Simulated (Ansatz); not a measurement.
**Lattice constant a of HfSi (model structure, from the rocksalt type, Fm-3m, No. 225) at several levels of theory**

No measured value is used here.

| level (code) | value (Å) |
|---|---|
| PBE (Ansatz) | ___ |
| PBEsol (Ansatz) | 5.296 |
| PBE-D3(BJ) (Ansatz) | 5.300 |
| r²SCAN (Ansatz) | 5.345 |

Question: Some entries are withheld; supply them.

Answer: 
- PBE (Ansatz, a program for electronic structure), value (Å): 5.355

Density-functional levels without +SOC have no spin–orbit coupling. Ansatz's density-functional and Hartree–Fock values are scalar-relativistic unless marked +SOC, with PAW data made under PBE.

A model structure was made by putting elements into a prototype or built by hand; it is no filed structure, need not be a known phase, and can be a saddle point held by its symmetry.
